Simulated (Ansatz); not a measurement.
**HgSe, response to strain**

The reference is HgSe in the zinc blende structure (space group F-43m, No. 216).

```xyz
2
Lattice="0.0000 3.0664 3.0664 3.0664 0.0000 3.0664 3.0664 3.0664 0.0000" Properties=species:S:1:pos:R:3 pbc="T T T"
Hg     0.0000     0.0000     0.0000
Se     1.5332     1.5332     1.5332
```

Cartesian axes are those of the cell as printed.

Strains are applied to the cell and any free atomic positions relax; under biaxial strain the out-of-plane vector relaxes too.

Method: DFT with PBEsol, PAW potentials and a 420 eV plane-wave cutoff in Ansatz (a program for electronic structure), spin-orbit coupling left out.

Notes on the quantities. energy relative to the base: free energy F; pressure: mean of the normal stresses, compression positive.

```tsv
case	shortest interatomic distance	energy relative to the base	pressure
base	2.656 Å	0 meV/atom	0.0 GPa
biaxial strain −2.50 %, plane normal [111], relaxed out of plane	2.629 Å	+9.5 meV/atom	1.4 GPa
biaxial strain −2.08 %, plane normal [111], relaxed out of plane	2.634 Å	+6.6 meV/atom	1.2 GPa
biaxial strain −1.67 %, plane normal [111], relaxed out of plane	2.639 Å	+4.3 meV/atom	0.9 GPa
biaxial strain −1.25 %, plane normal [111], relaxed out of plane	2.643 Å	+2.4 meV/atom	0.7 GPa
biaxial strain −0.83 %, plane normal [111], relaxed out of plane	2.648 Å	+1.1 meV/atom	0.5 GPa
biaxial strain +0.42 %, plane normal [111], relaxed out of plane	2.659 Å	+0.3 meV/atom	-0.2 GPa
biaxial strain +1.67 %, plane normal [111], relaxed out of plane	2.667 Å	+4.2 meV/atom	-0.9 GPa
biaxial strain +2.08 %, plane normal [111], relaxed out of plane	2.668 Å	+6.5 meV/atom	-1.2 GPa
biaxial strain +2.50 %, plane normal [111], relaxed out of plane	2.670 Å	+9.4 meV/atom	-1.4 GPa
```

A case with no gap was solved on a k-mesh chosen for an insulator, which is coarse for it. Stability against distortions was not tested. All final runs are without spin polarisation.
